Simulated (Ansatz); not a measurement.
# MoTe2: transverse stress against strain

MoTe2 (2H layered, P6_3/mmc, 22.688 Å³/atom at rest, c along z) under a strain ε along c (axis z), the other axes held. PBEsol-D3(BJ) in Ansatz, a plane-wave DFT program (PAW, default set), 420 eV, 11×11×3 Γ-centred mesh, Fermi-Dirac smearing 0.05 eV; ions are relaxed within the symmetry of each cell. Stress is positive for a compressed cell.

Here s stands for strain and y for stress xx.

| strain (%) | stress xx (GPa) |
|---|---|
| -1.20 | 0.34 |
| -0.60 | 0.15 |
| 0.00 | 0.00 |
| 0.60 | -0.15 |
| 1.20 | -0.28 |
| 3.00 | ? |

Using a straight line, estimate the missing y at s = 3.00 from the other rows, showing the fit.

Means: s 0, y 0.012. About the means, the sum of products is -0.92400 and the sum of squares of s is 3.6000; the slope is their ratio. Least squares gives y = 0.012 - 0.2567·s. Residuals (row less fit): 0.020, -0.016, -0.012, -0.008, 0.016; standard error 0.019 (degrees of freedom: 3). The slope gives the elastic constant C13 = 26 ± 1.0 GPa. At the withheld row, y = 0.012 - 0.2567 × 3.0 = -0.758 GPa. The calculation gives -0.57 GPa, 0.188 GPa above the prediction (20.7 % of the range of y in the table). The row lies outside the fitted rows, so this is an extrapolation. From the scatter of the fitted rows alone, a prediction at this place has a standard error of 0.037 GPa, so the miss is 5.1 times that.

One order more, fitted to all 11 runs of the series, follows each within 0.01, so the miss is the next term of a smooth law. Rows are the converged runs of the series near zero and its far end; series whose fitted rows scatter by over a few per cent of the range, as at a crossing or softening among them, aren't shown in this form. Most that stay on the fit to the last digits aren't either.
